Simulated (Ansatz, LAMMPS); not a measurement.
**Si well of 8 atomic layers along [001] in random Si0.7Ge0.3, 5 % Ge through the well**

Cell 16.67 × 16.67 × 44.20 Å, Si440Ge136, 576 atoms. Prepared with Tersoff's 1989 multicomponent potential (SiCGe.tersoff) (LAMMPS): minimisation. 

That structure was relaxed on with PBE, support functions at accuracy medium on the grid of 370 eV (Ansatz, a quantum-chemistry and plane-wave program). Basis: localised support functions (accuracy medium) on a full density matrix. k-points: zone centre alone; occupations: Fermi-Dirac, 0.010 eV; spin polarisation not allowed. Scalar-relativistic, no spin-orbit coupling.

Question: What does DFT change in the classical structure?

Answer: The energy falls by 0.4 meV an atom over 3 steps; atoms move by 0.012 Å root mean square, 0.03 Å at most.
```json
[
 {"quantity": "4-fold atoms (%)", "classical minimum": "100.0", "after DFT steps": "100.0"},
 {"quantity": "spread of bond angles (°)", "classical minimum": "0.9", "after DFT steps": "1.1"}
]
```
